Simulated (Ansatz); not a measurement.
Start from a 16-atom supercell of BeTe in the zinc blende structure (space group F-43m, No. 216; a = 5.657 Å) at its relaxed geometry.

The values are results of r2SCAN (Ansatz, a first-principles code), no spin-orbit coupling, not measurements.

Base values:

The mean distance from the defect site to its nearest host atoms is 2.45 Å and the pressure is 0.0 GPa.

One thing is altered: a neutral Sb on a Te site, atoms relaxed at fixed cell, starting from a slightly rattled geometry.

Problem. What does the calculation give for the mean distance from the defect site to its nearest host atoms, pressure and largest displacement of a host atom from its site in the perfect cell after the change?

Solution. The mean distance from the defect site to its nearest host atoms decreases by 0.02 Å (2.45 Å → 2.43 Å); the pressure goes from zero to -0.3 GPa; the largest displacement of a host atom from its site in the perfect cell is 0.02 Å.

The magnetic state is the one reached from the starting moments; the real material's order can differ, and small cells can't hold many antiferromagnetic ones. The cell is small, so the values are those of an ordered compound at a high defect concentration; dilute-limit values will differ. The mesh was chosen for an insulator and is coarse for the gapless case. Seeded moments were not kept for Sb on a Te site. The defect cell is spin-polarised and ends with 0.0 μB.
